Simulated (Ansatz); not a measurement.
Base system: Ru in the hcp (Mg type) structure (space group P6_3/mmc, No. 194; a = 2.6756 Å, c = 4.2237 Å; relaxed with 0.1 eV smearing).

Structures relaxed with Ansatz (a first-principles code) LDA, spin-orbit coupling left out.

Base:

Simulated powder pattern, Cu Kα, λ = 1.54184 Å (kinematic, ideal powder, no thermal factors, no anomalous dispersion; the 10 strongest lines at most, above 2 %, up to 2θ = 90°):

```tsv
2θ (°)	I/Imax (%)	hkl
38.87	25	(100)
42.82	25	(002)
44.60	100	(101)
59.20	14	(102)
70.38	16	(110)
79.69	17	(103)
83.43	2.6	(200)
86.02	19	(112)
87.26	14	(201)
```

After one change:

Simulated powder pattern, Cu Kα, λ = 1.54184 Å (kinematic, ideal powder, no thermal factors, no anomalous dispersion; the 10 strongest lines at most, above 2 %, up to 2θ = 90°):

| 2θ (°) | I/Imax (%) |
|---|---|
| 39.69 | 25 |
| 43.74 | 25 |
| 45.56 | 100 |
| 60.53 | 14 |
| 72.03 | 16 |
| 81.66 | 17 |
| 85.53 | 2.6 |
| 88.23 | 20 |
| 89.51 | 14 |

**Question.** Which of these changes matches the shifts?
(A) isotropic strain +3.00 %
(B) isotropic strain −2.00 %
(C) isotropic strain −1.00 %
(D) isotropic strain −1.50 %

**Answer.** B, isotropic strain −2.00 %. Its volume per atom is 12.32 Å³ against 13.09 Å³, and its space group is P6_3/mmc (No. 194).

Whether these cells are dynamically stable was not tested. All final runs are without spin polarisation.
